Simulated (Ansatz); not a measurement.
The parent structure is CsPbCl3 in the cubic perovskite structure (space group Pm-3m, No. 221; a = 5.521 Å). Axes: x, y, z lie along the cube axes.

It is then changed as follows: tensor shear ε_xy = +1.33 % (engineering shear γ = 0.0266), atoms relaxed at fixed cell.

The values are results of LDA (Ansatz, an electronic-structure program; PAW; 420 eV plane waves; spin-orbit coupling left out), not measurements.

Question: Give the band edges at the high-symmetry points of the new zone, measured from its valence-band maximum.

Answer: 
```json
[
 {"point": "Γ", "valence edge (eV)": "-2.78", "conduction edge (eV)": "2.75"},
 {"point": "Y", "valence edge (eV)": "-0.89", "conduction edge (eV)": "2.16"},
 {"point": "C₀", "valence edge (eV)": "-0.90", "conduction edge (eV)": "2.16"},
 {"point": "Σ₀", "valence edge (eV)": "-0.90", "conduction edge (eV)": "2.16"},
 {"point": "Z", "valence edge (eV)": "-1.84", "conduction edge (eV)": "2.78"},
 {"point": "A₀", "valence edge (eV)": "-0.01", "conduction edge (eV)": "1.48"},
 {"point": "E₀", "valence edge (eV)": "-0.01", "conduction edge (eV)": "1.48"},
 {"point": "T", "valence edge (eV)": "0.00", "conduction edge (eV)": "1.47"},
 {"point": "S", "valence edge (eV)": "-1.84", "conduction edge (eV)": "2.78"},
 {"point": "R", "valence edge (eV)": "-0.89", "conduction edge (eV)": "2.20"}
]
```

The gap is 1.47 eV, direct at T.

With Pb present, leaving out spin-orbit coupling can change the band edges. The cells carry an imposed strain or load. Whether these cells are dynamically stable was not tested. Many cubic perovskites are stable only at high temperature; tilts and polar distortions were not tested. This is not the structure that CsPbCl3 has at room temperature and ambient pressure. Labels are those of the standard path for the cell's own space group.
